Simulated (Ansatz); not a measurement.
Start from CeO2 in the fluorite structure (space group Fm-3m, No. 225; a = 5.4379 Å). Axes: x, y, z lie along the cube axes.

Computed with r2SCAN (Ansatz, a program for electronic structure), no spin-orbit coupling, earlier PAW set.

Free-standing slabs (3 atom(s) a layer) normal to [111] with 15 Å of vacuum; in-plane cell held at bulk.

One change was made to it. Results:

The gap character amounts to indirect, K–Γ (57 % along) → Γ; the band gap shrinks by 0.09 eV to 2.07 eV; the shortest interatomic distance shrinks by 0.128 bohr to 4.322 bohr; the excess energy per area of both faces (slab less bulk energy over the cell's area: twice a surface energy) amounts to 1.71 J/m²; the smallest direct gap decreases by 0.13 eV to 2.13 eV.

Question: Which of these changes matches the shifts?
A. 3 layers
B. 5 layers
C. 6 layers
D. 2 layers
E. 4 layers

Answer: D, 2 layers. For comparison, the band gap in the other runs: 6 layers gives 2.12 eV; 3 layers gives 2.12 eV; 5 layers gives 2.12 eV; 4 layers gives 2.12 eV.

The excess energy carries the mismatch between the slab's and the bulk's meshes. Whether these cells are dynamically stable was not tested. Seeded moments were not kept for the base. All final runs are without spin polarisation. k-point labels follow each cell's own Brillouin zone.
